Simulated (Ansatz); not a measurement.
An Ansatz (a quantum-chemistry and plane-wave program) input (plane-wave PAW DFT at the r2SCAN level (Ansatz, 500 eV), without spin-orbit coupling):

Ansatz 0.2 input:
```yaml
crystal:
  lattice:
    - [5.1405775192, -1.5339933283, 0]
    - [5.1405775192, 1.5339933283, 0]
    - [-1.1796739894, 0, 5.4573712845]
  atoms:
    - { symbol: N, position: [0.7445223331, 0.7445223331, 0.7826508498] }
    - { symbol: N, position: [0.2554776669, 0.2554776669, 0.2173491502] }
    - { symbol: N, position: [0.5, 0.5, 0] }
    - { symbol: N, position: [0, 0, 0.5] }
    - { symbol: Nb, position: [0.638756254, 0.638756254, 0.379062215] }
    - { symbol: Ta, position: [0.1084835157, 0.1084835157, 0.8567110187] }
    - { symbol: Nb, position: [0.361243746, 0.361243746, 0.620937785] }
    - { symbol: Ta, position: [0.8915164843, 0.8915164843, 0.1432889813] }
basis: { ecutwfc: 500, ecutrho_ratio: 4, xc_grid: 3, fft_grid_basis: typed }
kpoints: { mp_grid: { grid: [15, 15, 8] } }
hamiltonian:
  xc: r2scan
  dispersion: none
  pseudopotentials: { kind: paw }
scf: { occupations: { method: fermi_dirac, width: 0.05 }, convergence: { dr2_threshold: 0.0000000008 } }
output: { forces: true, stress: true }
checkpoint: { write: state.ck, write_every: 1000 }
```

Question: Which symmetry and how many k-points will the program report, and about how many plane waves at Γ?

Answer: Space group C2/m (ITA 12) with 4 operations, k-points 488 of 1800, and 2199 plane waves at Γ.

These are small ordered cells, not random alloys; other orderings at the same x differ. Stability against distortions was not tested. All final runs are without spin polarisation. The cell was made from TaN by this change: x(Nb) = 0.5, 8 atoms, C2/m.
